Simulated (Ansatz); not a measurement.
## MgO under a change: tensor shear ε_xy = +1.14 %

Take MgO in the rock salt structure (space group Fm-3m, No. 225; a = 4.204 Å) as the base. Axes: x, y, z lie along the cube axes.

Now apply this change: a pure shear with ε_xy = ε_yx = 0.0114, atoms relaxed at fixed cell.

Calculations: r2SCAN (Ansatz, a first-principles code, PAW, no spin-orbit coupling). Γ-centred 13×13×13 mesh, Fermi–Dirac width 0.05 eV.

```json
[
 {"quantity": "volume per atom", "base": "9.29 Å³", "changed": "9.29 Å³", "shift": "0.00 Å³"},
 {"quantity": "shortest interatomic distance", "base": "3.973 bohr", "changed": "3.973 bohr", "shift": "0.000 bohr"},
 {"quantity": "energy relative to the base (free energy F)", "base": "0 meV/atom", "changed": "+2.4 meV/atom", "shift": "+2.4 meV/atom"},
 {"quantity": "pressure (mean of the normal stresses, compression positive)", "base": "0.00 GPa", "changed": "0.03 GPa", "shift": "+0.03 GPa"},
 {"quantity": "band gap", "base": "5.68 eV", "changed": "5.59 eV", "shift": "-0.09 eV"},
 {"quantity": "gap character", "base": "direct at Γ", "changed": "direct at Γ", "shift": "–"},
 {"quantity": "valence-band top at Γ (three highest levels, from the VBM)", "base": "0.00, 0.00, 0.00 eV", "changed": "0.00, -0.09, -0.17 eV", "shift": "–"},
 {"quantity": "stress (xx, yy, zz, yz, xz, xy; compression positive)", "base": "–", "changed": "(0.07, 0.07, -0.05, 0.00, 0.00, -3.57) GPa", "shift": "–"}
]
```

The cells carry an imposed strain or load. Stability against distortions was not tested. k-point labels follow each cell's own Brillouin zone.
